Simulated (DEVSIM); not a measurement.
Device: Schottky contact on n-type Ge, at 300 K.

```tsv
layer (left to right)	material	thickness (μm)	Nd (cm⁻³)	τn (s)	τp (s)
1	Ge	0.420	3.5e15	7.5e-7	7.5e-7
```

Left contact: Schottky, work function 4.24 eV, emission velocity 3.1e6 cm/s. Right contact: ohmic. Voltage is applied to the left contact. Recombination: SRH at mid-gap, radiative, Auger. Mobility is constant in doping.

This is a model device: material constants are rounded textbook-type values typed into the input, and sizes, dopings and lifetimes were drawn at random. Values at 300 K; Nc and Nv go as T^1.5, mobilities as T to minus their exponent, the gap by Varshni's rule with the affinity fixed.

```csv
parameter,Ge
gap (eV),0.664
affinity (eV),4
permittivity,16
Nc (cm⁻³),1.04e19
Nv (cm⁻³),6e18
μn (cm²/Vs),3900
μp (cm²/Vs),1900
T exponent of μn,1.66
T exponent of μp,2.33
B (cm³/s),6.4e-14
Cn (cm⁶/s),1e-31
Cp (cm⁶/s),1e-31
Varshni α (eV/K),0.000477
Varshni β (K),235
```

Model (solved in DEVSIM): 1D drift-diffusion, Boltzmann statistics, complete ionisation; no tunnelling, impact ionisation, image-force lowering or self-heating. Metal contacts follow the ideal Schottky-Mott rule: no Fermi-level pinning, no interface dipoles.

The temperature was swept, all else fixed.

```tsv
temperature (K)	potential step across the device at zero bias (V)	largest field in the device at zero bias (V/cm)
250	0.074	6400
300	0.033	3400
350	0.008	960
400	0.046	6800
450	0.061	14000
500	0.059	21000
```

From the first row to the last the potential step across the device at zero bias goes from 0.074 to 0.059. From the first row to the last the largest field in the device at zero bias goes from 6400 to 21000.
